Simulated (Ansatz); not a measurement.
Take ZnGeP$_{2}$ in the chalcopyrite structure (space group I-42d, No. 122; a = 5.424 Å, c = 10.710 Å) as the base. Axes: x, y, z lie along a, b, c of the conventional cell.

Calculations: PBEsol/PAW in Ansatz (a quantum-chemistry and plane-wave program), no spin-orbit coupling.

Strains are applied to the cell and any free atomic positions relax.

One change was made to it. Results:

| quantity | base | after |
|---|---|---|
| pressure (mean of the normal stresses, compression positive) | 0.00 GPa | 1.99 GPa |
| energy relative to the base (free energy F) | 0 meV/atom | +4.1 meV/atom |
| band gap | 1.07 eV | 0.98 eV |

Q: Which of these changes matches the shifts?
A) uniaxial strain ε_zz = −2.25 %
B) uniaxial strain ε_zz = −1.50 %
C) uniaxial strain ε_zz = −0.75 %
D) uniaxial strain ε_zz = −3.00 %

A: A, uniaxial strain ε_zz = −2.25 %. For comparison, the energy relative to the base in the other runs: uniaxial strain ε_zz = −0.75 % gives +0.4 meV/atom; uniaxial strain ε_zz = −1.50 % gives +1.8 meV/atom; uniaxial strain ε_zz = −3.00 % gives +7.4 meV/atom.

Stability against distortions was not tested.
